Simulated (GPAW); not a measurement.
```
Ba
1.0
   -2.49745     2.49745     2.49745
    2.49745    -2.49745     2.49745
    2.49745     2.49745    -2.49745
Ba
1
Cartesian
  0.00000   0.00000   0.00000
```

Method of the run: PBE, GPAW PAW datasets PBE (gpaw-data 1.0.1) (plane waves; GPAW).

The set-up and first iterations of a GPAW log for Ba (Im-3m, 1 atom in the cell):

```
Input parameters:
  convergence: {density: 2e-08,
                eigenstates: 1e-17,
                energy: 1e-13}
  kpts: [7 7 7]
  maxiter: 120
  mode: {ecut: 600.0,
         name: pw}
  nbands: -7
  occupations: {name: methfessel-paxton,
                order: 0,
                width: 0.1}
  symmetry: {symmorphic: False,
             tolerance: 0.0005}
  xc: PBE

species:
  Ba:
    name: Barium
    Z: 56.0
    valence: 10
    core: 46
    charge: 0.0
    file: Ba.PBE.gz

    # Using partial waves for Ba as LCAO basis

Reference energy: -221277.842511  # eV

Spin-paired calculation

Convergence criteria:
 Maximum [total energy] change in last 3 cyles: 1e-13 eV / valence electron
 Maximum integral of absolute [dens]ity change: 2e-08 electrons / valence electron
 Maximum integral of absolute [eigenst]ate change: 1e-17 eV^2 / valence electron
 Maximum number of scf [iter]ations: 120

Symmetries present (total): 48
   [... lines left out ...]
  Number of coefficients (min, max): 2054, 2093
  Pulay-stress correction: 0.000000 eV/Ang^3 (de/decut=0.000000)

Occupation numbers: Methfessel-Paxton:
  width: 0.1000  # eV
  order: 0

Eigensolver

Densities:
  Coarse grid: 25*25*25 grid
  Fine grid: 50*50*50 grid
  Total Charge: 0.000000

Density mixing:
  Method: separate
  Backend: pulay
  Linear mixing parameter: 0.05
  old densities: 5
  Damping of long wavelength oscillations: 50

Hamiltonian:
  XC and Coulomb potentials evaluated on a 50*50*50 grid
  External potential:
    NoExternalPotential

XC parameters: PBE with 2 nearest neighbor stencil

Number of atoms: 1
Number of atomic orbitals: 5
Number of bands in calculation: 12
Number of valence electrons: 10
Bands to converge: occupied

Density initialized from atomic densities
  5 bands from LCAO basis set
  7 bands from random numbers

Atomic positions and initial magnetic moments

Positions:
   0 Ba     0.000000    0.000000    0.000000    ( 0.0000,  0.0000,  0.0000)

Unit cell:
           periodic     x           y           z      points  spacing
  1. axis:    yes   -2.497450    2.497450    2.497450    25     0.1413
  2. axis:    yes    2.497450   -2.497450    2.497450    25     0.1413
  3. axis:    yes    2.497450    2.497450   -2.497450    25     0.1413

  Lengths:   4.325710   4.325710   4.325710
  Angles:  109.471221 109.471221 109.471221

Effective grid spacing dv^(1/3) = 0.1586
     iter     time        total  log10-change:
                         energy   eigst   dens
iter:   1 --:--:--    -1.852328
iter:   2 --:--:--    -2.030037   -1.04  -1.18
iter:   3 --:--:--    -1.925953   -2.09  -1.21
iter:   4 --:--:--    -1.865408   -2.25  -1.43
iter:   5 --:--:--    -1.864680   -4.12  -2.11
```

Task: How does the run end?

Result: The run ended unconverged after 120 iterations. It gives no final result for the task that was set. The log goes on:

```
   [... 20 lines left out ...]
iter:  26 --:--:--    -1.863797  -15.39  -7.53
iter:  27 --:--:--    -1.863797  -15.17  -7.48
iter:  28 --:--:--    -1.863797  -14.19  -7.45
   [... lines left out ...]
iter: 119 --:--:--    -1.863797  -22.06c -11.64c
iter: 120 --:--:--    -1.863797  -22.08c -11.65c

Did not converge!

Here are some tips:

1) Make sure the geometry and spin-state is physically sound.
2) Use less aggressive density mixing.
3) Solve the eigenvalue problem more accurately at each scf-step.
4) Use a smoother distribution function for the occupation numbers.
5) Try adding more empty states.
6) Use enough k-points.
7) Don't let your structure optimization algorithm take too large steps.
8) Solve the Poisson equation more accurately.
9) Better initial guess for the wave functions.

See details here:

    https://gpaw.readthedocs.io/documentation/convergence.html
Traceback (most recent call last):
   [... frames left out ...]
gpaw.KohnShamConvergenceError: Did not converge!  See text output for help.
```

The starting cell has typed, rounded lattice constants, without a prior relaxation at this level. Its lattice was rescaled by up to half a per cent.

The run was DFT PBE, plane waves, GPAW PAW datasets PBE (gpaw-data 1.0.1). Main settings of its input:

```
key                                  value
-----------------------  -----------------
mode                                    pw
ecut                                600 eV
xc                                     PBE
kpts                                 7 7 7
mesh shift (steps)                   0 0 0
occupations.name         methfessel-paxton
occupations.width                   0.1 eV
occupations.order                        0
nbands                                  -7
convergence.energy       1e-13 eV/electron
convergence.density       2e-08 e/electron
convergence.eigenstates              1e-17
```
